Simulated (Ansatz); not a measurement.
Consider SnS in the GeS type structure (space group Pnma, No. 62; a = 11.1550 Å, b = 3.9998 Å, c = 4.2614 Å).

It is then changed as follows: every lattice vector is stretched by 1.09 %, atoms relaxed at fixed cell.

Levels (all Ansatz, a first-principles code, PAW): PBE-D3(BJ) (420 eV, scalar-relativistic without spin-orbit coupling); HSE06 (420 eV, spin-orbit coupling left out).

The geometry is relaxed with PBE-D3(BJ).

* **PBE-D3(BJ) band gap**: 0.87 eV

What does HSE06 give at this geometry for the band gap?

The band gap increases by 0.37 eV to 1.24 eV.

Single points use the geometry relaxed with PBE-D3(BJ). HSE06 gaps are upper bounds (no full band path). The cells carry an imposed strain or load. Stability against distortions was not tested.
